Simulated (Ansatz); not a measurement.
The starting structures come from a database of crystals and need not be the phases stable at ambient conditions.

By PBEsol, the system below comes out a metal.

The ballistic (Sharvin) conductance counts the channels at the Fermi level: G/A = (e²/h) × channels of both spins per area.

```yaml
crystal:
  lattice:
    - [3.07780, 0.00000, 0.00000]
    - [0.00000, 3.07780, 0.00000]
    - [1.53890, -1.53890, 7.14310]
  atoms:
    - { symbol: Al, position: [0.00000, 0.00000, 0.00000] }
    - { symbol: Al, position: [0.19382, 0.80618, 0.61236] }
    - { symbol: Al, position: [0.80618, 0.19382, 0.38764] }
    - { symbol: Ru, position: [0.39413, 0.60587, 0.21174] }
    - { symbol: Ru, position: [0.60587, 0.39413, 0.78826] }
```

The cell is taken as given; by PBEsol it stands under a pressure of -1.0 GPa.

The current flows along the normal of the first two printed cell vectors, the (001) plane of the conventional cell. No spin-orbit coupling; the value is a mean over 0.1 eV about the Fermi level.

Question: Give the ballistic conductance per area that PBEsol run with Ansatz (a program for electronic structure) yields.

Answer: 0.28 × 10¹⁵ S/m² for both spins.
